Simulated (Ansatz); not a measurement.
Worked calculations on one periodic cell of amorphous Ti20O42Hf: Ti20O42Hf, 63 atoms, volume 774.7 Å³, made by a melt-quench on the CHGNet potential and relaxed with DFT. O atoms were pushed apart under 1.9 Å during the dynamics, to hinder bonds among them. It is a model cell: composition and starting density were chosen by hand, and all elements were melted together. Cycles of charging were run to anneal it. These are PBE, scalar-relativistic without spin-orbit coupling (plane waves to 420 eV, PAW; Ansatz, a first-principles code) values and carry that method's errors. Sampling: a 2×2×2 Γ-centred mesh; Fermi-Dirac width 0.02 eV; no spin polarisation. Its volume was held where the quench left it, its shape was free, and it stands at a mean pressure of 0.5 GPa with stress components up to 0.5 GPa; the relaxation ran on the zone centre alone. Its density went from a set 3.88 to 3.88 g/cm³. The cell is small and was quenched far faster than a real film, so it is one sample of the glass.

Task: Count formal charges (Ti +4, O -2, Hf +4). What does the count lead one to expect at the Fermi level, and what does the calculation give?

Result: 20 × (+4) + 42 × (-2) + 1 × (+4) = 0. The charges balance, so the anion-derived valence states can be full and a gap can open. On this mesh the highest filled and lowest empty level lie 2.74 eV apart, the PBE gap of this cell.

Four energies for an added electron at PBE on the zone centre alone (charged cells in a uniform background, spin-polarised): neutral at the neutral geometry -89628.192 eV; charged at the neutral geometry -89618.752 eV; charged and relaxed -89618.814 eV; neutral at the charged geometry -89628.117 eV.

Task: Find the two relaxation energies and their sum, the reorganisation energy.

Result: On charging: -89618.752 − (-89618.814) = 0.062 eV. On discharging: -89628.117 − (-89628.192) = 0.075 eV. The sum is 0.137 eV. The carrier's level spreads over 18 of the 63 atoms' worth, more than a fifth of the atoms or a third of the atoms of its main element (six at least), and the sum is small, so it counts as a band carrier, whose relaxation energy shrinks as the cell grows. PBE's self-interaction favours spread-out carriers, so a hybrid can localise more.

Four energies for a hole at PBE on the zone centre alone (charged cells in a uniform background, spin-polarised): neutral at the neutral geometry -89628.192 eV; charged at the neutral geometry -89634.793 eV; charged and relaxed -89634.852 eV; neutral at the charged geometry -89628.096 eV.

Task: Find the two relaxation energies and their sum, the reorganisation energy.

Result: On charging: -89634.793 − (-89634.852) = 0.059 eV. On discharging: -89628.096 − (-89628.192) = 0.096 eV. The sum is 0.155 eV. The carrier's level spreads over 20 of the 63 atoms' worth, more than a fifth of the atoms or a third of the atoms of its main element (six at least), and the sum is small, so it counts as a band carrier, whose relaxation energy shrinks as the cell grows. PBE's self-interaction favours spread-out carriers, so a hybrid can localise more.
